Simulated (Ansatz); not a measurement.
Start from Al2O3 in the corundum structure (space group R-3c, No. 167; a = 4.7738 Å, c = 13.0147 Å (hexagonal axes)). Axes: x lies along a and z along c of the hexagonal cell.

The values are results of Ansatz (a program for electronic structure), PBEsol, PAW, cutoff 420 eV, scalar-relativistic without spin-orbit coupling, not measurements.

One thing is altered: the cell is stretched by 1.50 % along x with no lateral relaxation; the atoms relax in the strained cell.

Q: Predict the stress tensor and what it implies for the stiffness.

A: Stress of the strained cell less that of the base (GPa, compression positive):
```
  -6.76    0.00    0.00
   0.00   -2.21   -0.27
   0.00   -0.27   -1.66
```

Then −Δσ_ii/ε with ε = 0.0150 gives secant stiffness values (nonlinear terms included at this strain): C11 ≈ 450 GPa, C12 ≈ 148 GPa and C13 ≈ 110 GPa.

Whether these cells are dynamically stable was not tested.
